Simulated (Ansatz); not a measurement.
Defect migration in rock-salt TiN: interstitial B, neutral cell. Computed with PBE, PAW (plane waves to 420 eV; Ansatz, a program for electronic structure).

64-site cell at the relaxed PBE lattice, a 2×2×2 k-point mesh shifted by half a step, smearing 0.10 eV, spin-restricted, no finite-size correction. No zero-point or tunnelling terms. Sites that were not tried may lie lower.

Barriers: single points on a 4×4×4 k-point mesh shifted by half a step at the bands' geometries (they differ from the bands' own by up to 0.12 eV, and are uncertain by about as much).

Relaxed starting cell (atoms counted from 1):

```
CELL_PARAMETERS angstrom
      8.49380     0.00000     0.00000
      0.00000     8.49380     0.00000
      0.00000     0.00000     8.49380
ATOMIC_POSITIONS crystal
  Ti 0.00118 0.00133 0.00217
  Ti 0.99746 0.99763 0.50017
  Ti 0.99746 0.49934 0.99846
  Ti 0.99584 0.49890 0.49975
  Ti 0.49919 0.99760 0.99845
  Ti 0.49876 0.99601 0.49976
  Ti 0.49877 0.49890 0.99683
  Ti 0.52186 0.52203 0.52290
  N  0.24956 0.00178 0.00261
  N  0.24772 0.99362 0.50264
  N  0.24770 0.50183 0.99445
  N  0.26591 0.48361 0.48444
  N  0.75145 0.99807 0.99889
  N  0.74774 0.00177 0.50081
  N  0.74774 0.49994 0.00261
  N  0.75590 0.50181 0.50265
  Ti 0.99585 0.25077 0.25162
  Ti 0.99748 0.25035 0.75285
  Ti 0.99746 0.75205 0.25118
  Ti 0.00118 0.74834 0.74916
  Ti 0.52186 0.22760 0.22850
  Ti 0.49874 0.25075 0.75449
  Ti 0.49876 0.75363 0.25160
  Ti 0.49918 0.75206 0.75290
  N  0.26592 0.26607 0.26690
  N  0.24771 0.24787 0.75691
  N  0.24768 0.75609 0.24869
  N  0.24957 0.74791 0.74874
  N  0.75592 0.24785 0.24870
  N  0.74774 0.24970 0.74874
  N  0.74774 0.74789 0.25056
  N  0.75145 0.75161 0.75244
  Ti 0.25060 0.99601 0.25160
  Ti 0.25013 0.99761 0.75288
  Ti 0.22747 0.52204 0.22850
  Ti 0.25059 0.49892 0.75450
  Ti 0.75190 0.99759 0.25115
  Ti 0.74825 0.00128 0.74921
  Ti 0.75352 0.49891 0.25159
  Ti 0.75189 0.49936 0.75288
  N  0.00161 0.00177 0.25055
  N  0.99789 0.99807 0.75245
  N  0.99342 0.50183 0.24868
  N  0.00161 0.49995 0.74874
  N  0.50166 0.99356 0.24870
  N  0.49981 0.00177 0.74874
  N  0.48342 0.48359 0.26693
  N  0.50166 0.50181 0.75693
  Ti 0.25061 0.25077 0.99682
  Ti 0.22749 0.22767 0.52286
  Ti 0.25018 0.75206 0.99842
  Ti 0.25059 0.75367 0.49977
  Ti 0.75191 0.25033 0.99846
  Ti 0.75348 0.25077 0.49975
  Ti 0.74816 0.74834 0.00218
  Ti 0.75193 0.75203 0.50016
  N  0.00162 0.24971 0.00260
  N  0.99342 0.24786 0.50265
  N  0.99792 0.75161 0.99890
  N  0.00161 0.74792 0.50079
  N  0.50166 0.24785 0.99445
  N  0.48346 0.26606 0.48445
  N  0.49979 0.74789 0.00261
  N  0.50166 0.75607 0.50266
  B  0.37471 0.37486 0.37565
```

End state 1 differs by these moves (Å; atoms that move under 0.08 Å are left out):

```csv
atom,element,Δx,Δy,Δz
8,Ti,0.00,-0.39,0.00
10,N,0.00,0.10,0.00
12,N,0.00,0.27,0.00
21,Ti,-0.20,0.15,0.20
23,Ti,0.20,0.15,-0.20
25,N,-0.15,-0.20,-0.15
27,N,0.15,-0.20,0.15
35,Ti,0.00,-0.39,0.00
45,N,0.00,0.10,0.00
47,N,0.00,0.27,0.00
50,Ti,0.20,0.15,-0.20
52,Ti,-0.20,0.15,0.20
62,N,0.15,-0.20,0.15
64,N,-0.15,-0.20,-0.15
65,B,0.00,2.11,0.00
```

**Question.** What is the computed forward and backward barriers to end state 1 (PBE, PAW)?

**Answer.** forward 1.15 eV, backward 1.15 eV; at the saddle point atom 65 has neighbours 2 N at 1.38; Ti at 1.97, Ti at 1.98 Å. The saddle point's order was not checked, and it lies on a symmetry element of the cell, where a band can be held.
